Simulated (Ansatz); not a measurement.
Base system: LiCl in the rock salt structure (space group Fm-3m, No. 225).

Space group Fm-3m (No. 225); a = b = c = 5.150 Å, α = β = γ = 90.00°

```json
[
 {"atom": "Li", "site": "4a", "symmetry": "m-3m", "x": "0.0000", "y": "0.0000", "z": "0.0000"},
 {"atom": "Cl", "site": "4b", "symmetry": "m-3m", "x": "0.5000", "y": "0.5000", "z": "0.5000"}
]
```
(The calculation used a cell of 2 atoms; values per cell refer to that cell.)

All numbers come from Ansatz (an electronic-structure program) PBE, no spin-orbit coupling.

For the base:

| Item | Result |
|---|---|
| Electron mass | 0.47 mₑ (at Γ) |
| Valley order | Γ 6.26 eV; L along ⟨111⟩ 6.73 eV; X along ⟨100⟩ 7.80 eV |

Modification: a hydrostatic pressure of 5 GPa.

### Question
Estimate the effect on the electron mass and valley order.

### Answer
The electron mass becomes 1.1 mₑ along k, 0.33 mₑ across (at L) (base: 0.47 mₑ (at Γ)); the valley order (the lowest conduction-band minima on the path, energy above the VBM, named in the base's zone) goes from Γ 6.26 eV; L along ⟨111⟩ 6.73 eV; X along ⟨100⟩ 7.80 eV to L along ⟨111⟩ 6.84 eV; Γ 7.00 eV; X along ⟨100⟩ 8.04 eV.

The levels and masses belong to the bands next to the band gap. Load acts through the strain it causes; cell and atoms are relaxed under it. Effective masses come from finite differences of ±0.01 Å⁻¹. Along k means along the line from Γ to the band edge. No phonon test of stability was made. No other phases were tried under pressure.
